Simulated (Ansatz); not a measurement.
## InAs in the zinc blende structure (space group F-43m, No. 216)

```
InAs
1.0
    0.00000     3.09317     3.09317
    3.09317     0.00000     3.09317
    3.09317     3.09317     0.00000
In As
1 1
Direct
  0.00000   0.00000   0.00000
  0.25000   0.25000   0.25000
```

Method: PBE (Ansatz, a first-principles code; PAW; 420 eV plane waves; without spin-orbit coupling). Γ-centred 9×9×9 mesh, Fermi–Dirac width 0.05 eV.

```yaml
volume_per_atom: 29.59 Å³
density: 5.32 g/cm³
band_gap: zero
total_energy: -5227.234 eV/atom (σ→0; compares only within this code and set-up)
```

Stability against distortions was not tested. The final runs are not spin-polarised. A zero or small gap of InAs can be the functional's error rather than a property of the material.
